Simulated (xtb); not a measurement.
xtb 6.7.1, GFN2-xTB: C[Si](C)(C)c1cc2sc(C#Cc3cc4sccc4s3)cc2s1, 36 atoms. The geometry is a generated start, not checked to be a minimum at this level.

- method: GFN2-xTB
- --acc: 1 (default)
- --etemp (K): 300 (default)
- detailed input (--input): none: ANC optimiser, Lindh (1995) Hessian, microcycle=20, maxdispl=1.0, hlow=0.01 (default)
- basis functions: 132
- valence electrons: 110

The structure is relaxed from this start with --opt LEVEL for the levels crude, sloppy, loose, lax, normal, tight, vtight, extreme, once each. Up to the end of the extreme run atoms move by at most 0.13 Å along an axis.

What is the loosest level that ends within 5 meV of the extreme run, and how many cycles does it take?

sloppy: 6 cycles against 34, ending 3.7 meV above.

| level | cycles | energy above the extreme run (meV) | gradient norm (eV/Å) |
|---|---|---|---|
| crude | 4 | 8.3 | 0.36 |
| sloppy | 6 | 3.7 | 0.17 |
| loose | 6 | 3.7 | 0.17 |
| lax | 11 | 0.50 | 0.079 |
| normal | 13 | 0.27 | 0.019 |
| tight | 18 | 0.11 | 0.010 |
| vtight | 26 | 0.019 | 0.0034 |
| extreme | 34 | — | 0.00097 |
